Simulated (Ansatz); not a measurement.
Cubic perovskite KMgF3, treated with PBE (Ansatz, a first-principles code, PAW).

Input file:

Ansatz 0.2 input:
```yaml
crystal:
  lattice:
    - [4.1078212476, 0.0, 0.0]
    - [0.0, 4.1078212476, 0.0]
    - [0.0, 0.0, 4.1078212476]
  atoms:
    - { symbol: K, position: [0.0, 0.0, 0.0] }
    - { symbol: Mg, position: [0.5, 0.5, 0.5] }
    - { symbol: F, position: [0.5, 0.0, 0.5] }
    - { symbol: F, position: [0.0, 0.5, 0.5] }
    - { symbol: F, position: [0.5, 0.5, 0.0] }
basis:
  ecutwfc: 520
  ecutrho_ratio: 4
  xc_grid: 2
kpoints:
  mp_grid: { grid: [8, 8, 8] }
hamiltonian:
  xc: pbe
  dispersion: none
  pseudopotentials: { kind: paw }
scf:
  occupations: { method: fermi_dirac, width: 0.01 }
  convergence: { dr2_threshold: 0.0000000005 }
output:
  forces: true
  stress: true
  eigenvalues: true
```

Excerpt of the program's output:

```
Crystal: 5 atoms, lattice volume = 69.316 Å³
Basis set: ecut = 520 eV, 1863 PW (Γ), exchange–correlation on 64×64×64 points (8 copies of the dense FFT grid, shifted against one another)
Bands: 25, of which v1, the nominal top of the filled ones, is band 20 counted from 1 (19 counted from 0)
Symmetry: 48 space group operations
Space group: Pm-3m (ITA 221), of the structure as read, at distance tolerance 4.1e-5 Å
k-points: 35 of 512
Functional: x = pbe(κ = 0.804, μ = 0.2195149727645171), c = pbe(β = 0.06672455060314922)
SCF iter   1: F=—  HF=-5894.729097 eV  |F-HF|=—  |Δ(HF+E_count)|=         —  Δρ=8.38e-4  dr2=8.75e-5
SCF iter   2: F=—  HF=-5894.728927 eV  |F-HF|=—  |Δ(HF+E_count)|=   1.70e-4  Δρ=4.97e-4  dr2=7.29e-5
  ...
SCF iter   7: F=—  HF=-5894.729023 eV  |F-HF|=—  |Δ(HF+E_count)|=  5.49e-10  Δρ=2.07e-6  dr2=1.93e-9
SCF iter   8: F=-5894.729023 eV  HF=-5894.729023 eV  |F-HF|=2.16e-10  |Δ(HF+E_count)|=  6.82e-10  Δρ=7.13e-7  dr2=2.15e-10
SCF 1 converged in 8 iterations: F = -5894.729023 eV  dr2 = 2.15e-10
SCF converged after 8 iterations
Free energy (F): -5894.729023 eV
Internal energy: -5894.729023 eV  (E = F + TS)
E sigma→0 (E₀):  -5894.729023 eV
Fermi energy:    5.391211 eV
--- Forces (eV/Å), atoms counted from 1 ---
  atom   1  K     -0.00000000     0.00000000     0.00000000
  atom   2  Mg     0.00000000     0.00000000     0.00000000
  atom   3  F      0.00000000    -0.00000000     0.00000000
  atom   4  F      0.00000000     0.00000000     0.00000000
  atom   5  F      0.00000000    -0.00000000     0.00000000
--- Stress (GPa, compression-positive) ---
       -2.378252      -0.000000       0.000000
        0.000000      -2.378252       0.000000
        0.000000       0.000000      -2.378252
  P = ⅓ Tr σ = -2.3783 GPa (-23.783 kbar)
```

The cell is one volume of an energy–volume scan, off the minimum.
